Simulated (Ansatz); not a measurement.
BaInHO₂ (model structure, started from the SrVO2H type, P4/mmm, No. 123, 5 atoms in the cell)

Method: PBE (Ansatz, a quantum-chemistry and plane-wave program, plane waves, PAW).

Settings: plane-wave cutoff 520 eV, 8×8×10 k mesh (along the axes of the cell as run), Fermi–Dirac smearing 0.01 eV, scalar-relativistic PAW data made under PBE.

Cell (relaxed with PBEsol):

```cif
data_HBaInO2
_chemical_formula_sum 'Ba1 In1 O2 H1'
_space_group_name_H-M_alt 'P 1'
_space_group_IT_number 1
_cell_length_a 4.28365
_cell_length_b 4.28365
_cell_length_c 3.88015
_cell_angle_alpha 90.000
_cell_angle_beta 90.000
_cell_angle_gamma 90.000
loop_
_space_group_symop_operation_xyz
  'x, y, z'
loop_
_atom_site_label
_atom_site_type_symbol
_atom_site_fract_x
_atom_site_fract_y
_atom_site_fract_z
_atom_site_occupancy
Ba1 Ba 0.50000 0.50000 0.50000 1
In1 In 0.00000 0.00000 0.00000 1
O1 O 0.50000 0.00000 0.00000 1
O2 O 0.00000 0.50000 0.00000 1
H1 H 0.00000 0.00000 0.50000 1
```

| Item | Result |
|---|---|
| band gap | 0.85 eV |
| smallest direct gap on the k points sampled | 1.35 eV |
| direct gap at Γ | 4.68 eV |

Note: the relaxation could raise the start's symmetry but not lower it, so the cell can be a saddle point; cell and atoms aren't relaxed at this level (pressure 4.7 GPa).

Spin–orbit coupling is not included.

Computed values are for the static lattice.

A model structure was made by putting elements into a prototype or built by hand; it is no filed structure, need not be a known phase, and can be a saddle point held by its symmetry.
